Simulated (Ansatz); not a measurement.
A calculation on L1₀ (CuAu-type) FePt returned lattice constant a 2.687 Å, lattice parameter c 3.716 Å, equilibrium volume per atom 13.42 Å³/atom, formation enthalpy -0.200 eV/atom, magnetic moment 2.89 μB.

For reference: lattice constant a 2.727 Å (measured, room temperature, not corrected to a static lattice, P4/mmm two-atom cell, a_fct/√2; as tabulated in Sawada et al. (2023), arXiv:2212.12065); lattice parameter c 3.726 Å (measured, room temperature, not corrected to a static lattice, 0.1 GPa; as tabulated in Sawada et al. (2023), arXiv:2212.12065); formation enthalpy -0.238 ± 0.02 eV/atom (measured, 298 K, copied from a table, unchecked, not corrected to a static lattice; as tabulated in Wang et al. (2021), doi:10.1038/s41598-021-94550-5).

Problem. Which level of theory produced these numbers?
A. rVV10 (Ansatz, a program for electronic structure)
B. PBE-D4 (Ansatz)
C. PBEsol (Ansatz)
D. LDA (Ansatz)

Solution. C, PBEsol (Ansatz)

The others give: PBE-D4 2.706 Å, 3.729 Å, 13.66 Å³/atom, -0.202 eV/atom, 2.93 μB; rVV10 2.752 Å, 3.781 Å, 14.32 Å³/atom, -0.178 eV/atom, 2.94 μB; LDA 2.661 Å, 3.679 Å, 13.03 Å³/atom, -0.157 eV/atom, 2.75 μB.

Unless a cell is named, each level is at its own relaxed cell (LDA 13.03, PBE-D4 13.66, PBEsol 13.42, rVV10 14.32 Å³/atom).

Spin-polarised runs: PBE-D4 (parallel moments), rVV10 (parallel moments), LDA (parallel moments), PBEsol (parallel moments).

Ansatz's density-functional and Hartree–Fock values are scalar-relativistic unless marked +SOC, with PAW data made under PBE.
